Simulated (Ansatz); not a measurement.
Start from YN in the rock salt structure (space group Fm-3m, No. 225; a = 4.8957 Å). Axes: x, y, z lie along the cube axes.

Level of theory: Ansatz (a program for electronic structure), r2SCAN, PAW, cutoff 500 eV, no spin-orbit coupling.

Before the change:

| Item | Value |
|---|---|
| Band gap | 0.58 eV |
| Valence-band top at Γ | 0.00, 0.00, 0.00 eV |
| Electron mass | 1.3 mₑ along k, 0.15 mₑ across (at X) |
| Pressure | 0.00 GPa |

Modification: the cell is stretched by 2.49 % along y with no lateral relaxation, atoms relaxed at fixed cell.

**Question.** How does this affect the band gap?

**Answer.** The band gap drops by 0.01 eV to 0.57 eV.

**Question.** How does this affect the valence-band top at Γ?

**Answer.** The valence-band top at Γ (three highest levels, from the VBM) changes from 0.00, 0.00, 0.00 eV to 0.00, 0.00, -0.09 eV.

**Question.** Estimate the effect on the electron mass.

**Answer.** The electron mass becomes 1.3 mₑ along k, 0.16 mₑ across (at X) (base: 1.3 mₑ along k, 0.15 mₑ across (at X)).

**Question.** How does this affect the pressure?

**Answer.** The pressure (mean of the normal stresses, compression positive) goes from zero to -3.76 GPa.

The cells carry an imposed strain or load. Effective masses come from finite differences of ±0.01 Å⁻¹. Along k means along the line from Γ to the band edge. No phonon test of stability was made.
